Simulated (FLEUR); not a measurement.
## Equation of state of fcc Pt (space group 225): energy against volume (FLEUR, LDA)

```
Pt
1.0
    0.00000     1.88377     1.88377
    1.88377     0.00000     1.88377
    1.88377     1.88377     0.00000
Pt
1
Direct
  0.00000   0.00000   0.00000
```

Level of theory: LDA (Perdew-Zunger), all-electron FLAPW (FLEUR), scalar-relativistic valence in FLEUR. Settings: Kmax = 5.02 1/bohr; GmaxXC = 17.6 1/bohr; xcFunctional = pz; jspins = 1; l_soc = F; mode = hist; fermiSmearingEnergy = 0.00183747 Htr; mesh (inpgen div1-3) = 26 26 26; inpgen gamma flag = true; Gmax = 17.6 1/bohr; numbands = 0; maxIterBroyd = 40; imix = Anderson; alpha = 0.05; precondParam = 0; minDistance = 1e-05 me/bohr^3. The cell above is the first row's. The rows scale it uniformly. In all rows the k mesh is held. E is the free energy at the stated smearing, counted from the lowest row.

| V (Å^3/atom) | E (meV/atom) |
|---|---|
| 13.369 | 163.14 |
| 13.660 | 98.83 |
| 13.951 | 52.30 |
| 14.241 | 21.51 |
| 14.532 | 4.61 |
| 14.823 | 0.00 |
| 15.113 | 6.23 |
| 15.404 | 22.02 |
| 15.695 | ? |

Fit E of the 8 rows that show it with the third-order Birch-Murnaghan form, a cubic in V^(-2/3). With u = V^(-2/3) - 0.169, the rows have u = 0.008528, 0.005998, 0.003556, 0.001205, -0.001075, -0.003280, -0.005406, -0.007473. Least squares gives E = 11.045 + 7264.63·u + 1201960·u² + 4416855·u³. Residuals (row less fit): -0.012, 0.017, 0.024, -0.042, -0.009, 0.008, 0.028, -0.017; standard error 0.032 (degrees of freedom: 4). Its minimum lies at u = -0.003074, so V0 = (0.165926)^(-3/2) = 14.80. There d²E/du² = 2322000 and d³E/du³ = 2.650e7, so B0 = (4/9) × 14.80^(-7/3) × 2322000 × 0.160218 = 308 GPa (the last factor turns the table's units into GPa), and B0' = 4 + (2/3) × 0.165926 × (2.650e7)/2322000 = 5.3.

Task: Estimate the missing E (V = 15.695); what did the run itself give?

Result: u = -0.009476, so E = 11.045 + 7264.63 × (-0.009476) + 1201960 × (-0.009476)² + 4416855 × (-0.009476)³ = 46.377 meV/atom. The calculation gives 46.24 meV/atom, 0.137 meV/atom below the prediction (0.1 % of the range of E in the table). The row lies outside the fitted rows, so this is an extrapolation. From the scatter of the fitted rows alone, a prediction at this place has a standard error of 0.077 meV/atom, so the miss is 1.8 times that.

Carrying the step between the two nearest rows on in a straight line would have given 37.81, off by 8.43; series whose last step already gives the withheld value aren't shown. The scan was laid around a cell of about the measured size, scaled by a guess for this functional. Spin polarisation is off. Values depend on the basis (sphere radii, cutoffs, local orbitals), which need not be converged. Spin-orbit coupling is off. Cutoffs and mesh are single choices, not tested for convergence of this quantity. Series with a scatter that would blur these digits, or in which a gap closes, are not shown. Nor are scans whose minimum lies at an end fitted in this form.
